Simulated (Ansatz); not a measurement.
## A constructed model of the (111) surface of fcc Pd, a pseudomorphic layer of Sc in the other hollow (bottom of the slab: a bare face, its two planes held)

Computed with PBE (plane waves to 420 eV, PAW; Ansatz, a first-principles code).

Model: 7-atom slab, 14.2 Å thick at the start, 15x15x1 mesh, Fermi-Dirac 0.1 eV, dipole correction, 2 atoms held, the rest relaxed; held to the start's symmetry, so lower structures may exist; no spin, no spin-orbit, no U. In PBE it is, or lies within 0.01 eV a 1x1 cell of, the lowest of the 2 structures of its composition computed so far; larger cells were not tried.

```yaml
work_function_of_the_top_face: 4.08 eV
energy_released_by_relaxation: 0.42 eV
cost: very roughly 3.0 core-minutes
```
